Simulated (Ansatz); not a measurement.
**ScOs$_{2}$ (space group P6_3/mmc, No. 194; a cell from a computed database, its experimental status unchecked)**

Space group P6₃/mmc (No. 194); a = b = 5.1658 Å, c = 8.4487 Å, α = β = 90.00°, γ = 120.00°

| atom | site | symmetry | x | y | z |
|---|---|---|---|---|---|
| Sc | 4f | 3m. | 0.3333 | 0.6667 | 0.0671 |
| Os | 6h | mm2 | 0.3464 | 0.1732 | 0.2500 |
| Os | 2a | -3m. | 0.0000 | 0.0000 | 0.0000 |

Method: Ansatz (a first-principles code) PBEsol, no SOC. Γ-centred 9×9×5 mesh, Fermi–Dirac width 0.05 eV.

| Property | Result |
|---|---|
| Volume per atom | 16.27 Å³ |
| Density | 14.47 g/cm³ |
| Band gap | zero |
| Total energy | -8204.850 eV/atom (σ→0; compares only within this code and set-up) |

No phonon test of stability was made. The final runs are not spin-polarised.
